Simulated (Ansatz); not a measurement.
Where the default PAW files enter, the runs use the earlier of Ansatz's two default sets.

Inside the gap of an insulator the Bloch states are evanescent, with a wavenumber k + iκ along the transport direction.

Data:

```xyz
12
Lattice="5.1221 0.0000 0.0000 0.0000 5.1221 0.0000 2.5611 -2.5611 5.7961" Properties=species:S:1:pos:R:3 pbc="T T T"
V      2.5611     2.5611     0.0000
V      5.1221     2.5611     2.8980
Bi     0.0000     0.0000     0.0000
Bi     2.5611     0.0000     2.8980
O      6.4027     0.7224     4.8788
O      4.3997     3.8417     1.9807
O      3.8415    -0.7224     4.8788
O      5.8445     1.2804     1.9807
O      3.8415     1.8387     3.8153
O      3.2834     1.2804     0.9173
O      6.4027     3.2834     3.8153
O      1.8387     3.8417     0.9173
```

Space group of this cell: I4_1/a. The cell is taken as given; by PBEsol its mean pressure is -1.8 GPa.

Transport runs along the normal of the first two printed cell vectors, the (001) plane of the conventional cell.

No gap correction and no spin-orbit coupling; mid-gap values are interpolated between computed energies.

### Question
Predict the band gap and the smallest decay constant κ at mid-gap from PBEsol (Ansatz, a quantum-chemistry and plane-wave program).

### Answer
Gap 2.08 eV on a 6×6×6 mesh; κ = 0.364 1/Å, at the zone centre.
